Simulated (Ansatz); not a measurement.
The reference is Sn in the diamond structure (space group Fd-3m, No. 227; relaxed with 0.1 eV smearing).

```
CELL_PARAMETERS angstrom
      0.00000     3.32808     3.32808
      3.32808     0.00000     3.32808
      3.32808     3.32808     0.00000
ATOMIC_POSITIONS crystal
  Sn 0.00000 0.00000 0.00000
  Sn 0.25000 0.25000 0.25000
```

The values are results of PBE (Ansatz, a first-principles code; PAW; 420 eV plane waves; without spin-orbit coupling), not measurements.

Base values:

| Quantity | Value |
|---|---|
| Pressure | 0.0 GPa |
| Band gap | zero |

Perturbation: every lattice vector is stretched by 1.50 %; the atoms relax in the strained cell.

Q: Predict the new pressure.

A: The pressure goes from zero to -1.4 GPa.

Q: Estimate the effect on the energy relative to the base.

A: The energy goes up by 7.9 meV/atom.

Q: How does this affect the band gap?

A: The band gap remains zero.

Whether these cells are dynamically stable was not tested.
